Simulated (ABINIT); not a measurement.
**A short convergence ladder for Pd (P-3m1, 2 atoms in the cell)**

```xyz
2
Lattice="2.7753 0.0000 0.0000 -1.3877 2.4035 0.0000 0.0000 0.0000 4.6150" Properties=species:S:1:pos:R:3 pbc="T T T"
Pd     1.3877     0.8012     3.5113
Pd     0.0000     1.6023     1.1538
```
Moments meant for the start (each program seeds them in its own way; μB, in the order of the atoms Pd Pd): 1.0 1.0.

Base method: LDA (PW92), PAW (JTH v2.0 LDA PAW) (plane waves; ABINIT 10.0.3).

Base settings: pseudos = [Pd.LDA_PW-JTH.xml]; ecut = 24 Ha; pawecutdg = 48 Ha; nsppol = 2; occopt = 3; tsmear = 0.00367493 Ha; ngkpt = 5 5 3; nshiftk = 1; shiftk = 0 0 0; potentials = JTH v2.0 LDA PAW.

The count of work is k-points × plane waves × bands × iterations; it is no time. Core times come from one kind of shared machine, to one figure; runs under 30 s give none.

**The plane-wave cutoff**

Moved along: pawecutdg.

The mesh stays at the base's, so the ladder's end is converged at best in this setting alone.

Only quantities that move along the ladder and can be compared are tabulated.

These are the values that this program gave, and no reference: the one-centre exchange-correlation terms come from a truncated expansion.

| ecut | free energy less the last step's (meV/atom) | pressure (GPa) | largest difference of a force vector from the last step's (eV/Å) | count of work / last | core time / last (rough) |
|---|---|---|---|---|---|
| 8.2 Ha | 1965.22 | -85.42 | 0.049 | 0.13 | 0.1 |
| 11 Ha | 294.42 | -20.06 | 0.115 | 0.23 | 0.2 |
| 13 Ha | 138.37 | -11.69 | 0.045 | 0.39 | 0.6 |
| 16 Ha | 57.11 | -13.75 | 0.005 | 0.60 | 0.5 |
| 21 Ha | 2.17 | -11.76 | 0.006 | 0.77 | 0.6 |
| 24 Ha | 0.00 | -11.70 | 0.000 | 1.0 | 1 |

Coarsest ecut that holds the forces within 0.02 eV/Å of the last step, with all finer ones: 16 Ha; the step before is off by 0.045 eV/Å.

Coarsest ecut that holds the pressure within 0.2 GPa of the last step, with all finer ones: 21 Ha; the step before is off by 2.1 GPa.

Coarsest ecut that holds the free energy within 5 meV/atom of the last step, with all finer ones: 21 Ha; the step before is off by 57 meV/atom.

At the lowest cutoff the pressure lies 73.7 GPa under the last step's, the usual sign of Pulay stress in an incomplete plane-wave basis.

On the base run: the starting cell comes from a database of computed structures (which also holds hypothetical and non-ambient phases and stackings), without a prior relaxation at this level. Its lattice was rescaled by up to half a per cent. One atom was moved a little off its site on purpose. The starting moments vanished: the run ended non-magnetic. In the base run, with a pressure of about -12 GPa the cell is away from its equilibrium volume at this level. Without a gap this mesh is coarse (it stands for a supercell whose shortest vector is 14 Å).
